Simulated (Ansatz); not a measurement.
**CO on the 1x1 (111) surface of fcc Ag, one in a 2x2 cell, started at the site 'bridge Ag-Ag (span 2.9 Å)'**

The numbers are results of r2SCAN, at the PBE geometry (plane waves to 500 eV, PAW; Ansatz, a first-principles code), not measurements.

Set-up: 18 atoms, 7.1 Å thick at the start under the adsorbate (thin: gaps and levels are the slab's own); mesh 6x6x1; 0.1 eV smearing; dipole correction on; single point; on the structure that PBE left under its start's symmetry; no spin, no spin-orbit, no U, no dispersion correction. At the end it is bonded to 2 Ag. In PBE it is, or lies within 0.03 eV of, the lowest of the starts that converged; the order may differ at this level.

```yaml
adsorption energy against CO(g) at the same level: -0.11 eV
work_function_of_the_top_face: 4.64 eV
change_of_the_work_function: 0.23 eV
change_of_the_step_from_the_bottom_to_the_top_vacuum_level_against_the_clean_slab: 0.24 eV
height of the binding atom over the mean of the host atoms within 0.3 Å of the top one: 1.792 Å
nearest_host_atoms_of_the_binding_atom: Ag at 2.28 Å, Ag at 2.28 Å, Ag at 3.15 Å
cost: very roughly 7 core-minutes
```

A negative adsorption energy means that the adsorbate is more stable on the surface than in its reference.
